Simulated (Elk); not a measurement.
Band structure of YMg3 (P6_3/mmc, 8 atoms in the cell).

```
YMg3
1.0
    6.68493     0.00000     0.00000
   -3.34246     5.78932     0.00000
    0.00000     0.00000     5.16703
Y Mg
2 6
Direct
  0.66667   0.33333   0.25000
  0.33333   0.66667   0.75000
  0.16262   0.32523   0.25000
  0.83739   0.67477   0.75000
  0.83739   0.16262   0.75000
  0.16262   0.83739   0.25000
  0.67477   0.83739   0.25000
  0.32523   0.16262   0.75000
```

Level of theory: Elk with PBEsol, all-electron FP-LAPW, Elk's shipped species files, default APW+lo basis.

Settings: xctype = 22; stype = 0; swidth = 0.00734986 Ha; ngridk = 4 4 5; maxscl = 100.

The starting cell comes from a database of computed structures (which also holds hypothetical and non-ambient phases and stackings), without a prior relaxation at this level. Values depend on the basis (sphere radii, cutoffs, local orbitals), which need not be converged.

Levels in eV from the Fermi level, bands 38 to 45:
```json
[
 {"point": "Γ", "38": "-1.43", "39": "-1.42", "40": "-0.62", "41": "0.05", "42": "0.40", "43": "0.41", "44": "1.08", "45": "1.08"},
 {"point": "M", "38": "-0.53", "39": "-0.52", "40": "-0.27", "41": "-0.11", "42": "0.22", "43": "0.40", "44": "0.61", "45": "1.55"},
 {"point": "K", "38": "-0.84", "39": "-0.67", "40": "0.06", "41": "0.07", "42": "0.10", "43": "0.12", "44": "0.60", "45": "1.86"},
 {"point": "A", "38": "-1.60", "39": "-0.53", "40": "-0.53", "41": "-0.42", "42": "-0.42", "43": "-0.41", "44": "-0.40", "45": "0.99"},
 {"point": "L", "38": "-1.79", "39": "-1.38", "40": "-1.38", "41": "0.15", "42": "0.16", "43": "1.41", "44": "1.41", "45": "1.63"},
 {"point": "H", "38": "-2.98", "39": "-0.20", "40": "-0.20", "41": "-0.10", "42": "-0.10", "43": "1.01", "44": "1.01", "45": "1.72"}
]
```

Bands cross the Fermi level along this path, so the cell is metallic at this level.
